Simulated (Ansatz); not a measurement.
Base system: KTaO$_{3}$ in the cubic perovskite structure (space group Pm-3m, No. 221; a = 3.952 Å).

It is then changed as follows: the cell is scaled by 0.9700 in all directions, atoms relaxed at fixed cell.

Calculations: LDA (Ansatz, a program for electronic structure, PAW, spin-orbit coupling left out).

Base, band edges from the VBM (valence, conduction): M -0.04, 5.19; R 0.00, 6.68; X -0.84, 2.31; Γ -0.60, 2.13 eV.

Question: Give the band edges at the high-symmetry points of the new zone, measured from its valence-band maximum.

Answer: 
```json
[
 {"point": "Γ", "valence edge (eV)": "-0.51", "conduction edge (eV)": "2.30"},
 {"point": "X", "valence edge (eV)": "-0.75", "conduction edge (eV)": "2.53"},
 {"point": "M", "valence edge (eV)": "-0.05", "conduction edge (eV)": "5.84"},
 {"point": "R", "valence edge (eV)": "0.00", "conduction edge (eV)": "7.56"}
]
```

The gap is 2.30 eV, indirect, R → Γ.

Spin-orbit coupling, missing from the scalar runs, can matter with Ta. The cells carry an imposed strain or load. Whether these cells are dynamically stable was not tested.
